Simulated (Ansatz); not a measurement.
S on the 1x1 (0001) surface of hcp Ru, one in a 1x1 cell, energies for each (6.4 Å²). Energies are against ⅛ S8(g), without zero-point or thermal terms; each row is named by its start.

Method: PBE (plane waves to 420 eV, PAW; Ansatz, a program for electronic structure).

Slab: 5 atoms, 6.3 Å thick at the start under the adsorbate (thin: gaps and levels are the slab's own); k 12x12x1, smearing 0.1 eV, dipole-corrected; 2 atoms held, the rest relaxed; each run with such symmetry as its start has; spin where the adsorbate may keep a moment, no spin-orbit, no U, no dispersion correction.

A negative adsorption energy means that the adsorbate is more stable on the surface than in its reference. Heights count from the host atoms within 0.3 Å of the top one.

| starting site | E_ads (eV) | height (Å) | nearest host atom (Å) | bonded to | Δ work function (eV) | lateral drift (Å) | moment (μB) |
|---|---|---|---|---|---|---|---|
| top Ru | -0.48 | 2.24 | Ru 2.24 | Ru | 0.00 | 0.0 | 0.0 |
| hollow Ru-Ru-Ru | -0.76 | 1.73 | Ru 2.34 | 3 Ru | -0.49 | 0.0 | – |
| hollow Ru-Ru-Ru over Ru at depth 2.1 Å | -0.79 | 1.72 | Ru 2.33 | 3 Ru | -0.59 | 0.0 | – |
| bridge Ru-Ru (span 2.7 Å) | -0.76 | 1.73 | Ru 2.34 | 3 Ru | -0.49 | 0.8 | – |
